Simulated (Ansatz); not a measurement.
The parent structure is MoTe2 in the 2H-MoS2 type structure (space group P6_3/mmc, No. 194; a = 3.497 Å, c = 13.696 Å; layered, stacked along the Cartesian z axis).

Level of theory: PBE-D3(BJ) (Ansatz, a quantum-chemistry and plane-wave program), without spin-orbit coupling.

One change was made to it. Results:

```
quantity                           base     after
-----------------------------  --------  --------
c/a ratio                         3.917     3.873
band gap                        0.60 eV      zero
shortest interatomic distance  271.6 pm  261.3 pm
```

Question: Name the change that was made.
A. pressure 30 GPa
B. pressure −2 GPa
C. pressure 9 GPa
D. pressure −1 GPa

Answer: A, pressure 30 GPa. For comparison, the c/a ratio in the other runs: pressure −1 GPa gives 3.957; pressure 9 GPa gives 3.838; pressure −2 GPa gives 4.038.

The mesh was chosen for an insulator and is coarse for the gapless case. Spin-orbit coupling, missing from the scalar runs, can matter with Te. Load acts through the strain it causes; cell and atoms are relaxed under it. Stability against distortions was not tested. Competing high-pressure phases were not computed. The final runs are not spin-polarised. The D3 term's C6 switches between coordination references near this geometry, which can add small steps to energies. A zero or small gap of MoTe2 under pressure 9 GPa can be the functional's error rather than a property of the material.
